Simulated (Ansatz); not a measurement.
Levels about the gap of amorphous Ga24O37Be (62 atoms in a cell of 764 Å³, 4.94 g/cm³; zone centre alone, so wide bands show as single levels with stretches between that a denser mesh fills), at the geometry that PBE relaxed, where it gives -0.5 GPa on a denser mesh. The participation number counts the atoms over which a state spreads; weights are charges in smoothed Voronoi cells. The levels come from a single point, so bond lengths are those of that geometry. Method of the levels: PBE, scalar-relativistic without spin-orbit coupling (Ansatz, a first-principles code). Sampling: the zone centre alone; Fermi-Dirac width 0.02 eV; no spin polarisation. At PBE the levels at the filled edge of the gap are localised (band-tail or defect states).

A CHGNet melt-quench gave the starting glass, which DFT then relaxed. O atoms were pushed apart under 1.9 Å during the dynamics, to hinder bonds among them. The hot cell started wider than the set density and was brought back towards it in steps. It is the lowest in DFT energy of 2 quenches. It is a model cell: composition and starting density were chosen by hand, and all elements were melted together. No dispersion term was used. Its density started from a set value of 4.95 and ended at 4.94 g/cm³. The simulated quench (nominally 280 K/ps over its main leg) is rapid and tends to freeze in more defects than a deposited or slowly cooled glass has. Values belong to this one cell and scatter from quench to quench. The volume was held where the preparation left it and the shape relaxed, at a PBE pressure of -0.5 GPa (tension). Stress components on the final sampling reach 0.6 GPa.

```tsv
E - E(highest filled), eV	filling	participation number	largest on	weight O	weight Ga	weight Be
-0.33	filled	20.2	O, 3 neighbours	0.95	0.05	0.00
-0.30	filled	15.4	O, 3 neighbours	0.95	0.05	0.00
-0.21	filled	21.8	O, 2 neighbours	0.95	0.05	0.00
-0.20	filled	8.1	O, 2 neighbours	0.95	0.05	0.00
-0.13	filled	14.5	O, 3 neighbours	0.95	0.05	0.00
-0.06	filled	12.6	O, 3 neighbours	0.95	0.05	0.00
0.00	filled	8.4	O, 3 neighbours	0.95	0.05	0.00
1.82	empty	57.4	Ga, 5 neighbours	0.53	0.47	0.01
4.33	empty	39.3	Ga, 4 neighbours	0.56	0.44	0.00
4.59	empty	37.6	Ga, 4 neighbours	0.56	0.44	0.00
4.66	empty	27.9	Ga, 4 neighbours	0.57	0.42	0.01
4.76	empty	46.5	Ga, 4 neighbours	0.57	0.42	0.00
4.94	empty	33.6	Ga, 4 neighbours	0.55	0.44	0.00
5.02	empty	34.5	Ga, 5 neighbours	0.58	0.42	0.01
```

Most localised among these is the filled level at -0.20 eV, on a O atom, which has 2 neighbours (Ga 1.81 Å, Ga 1.81 Å).
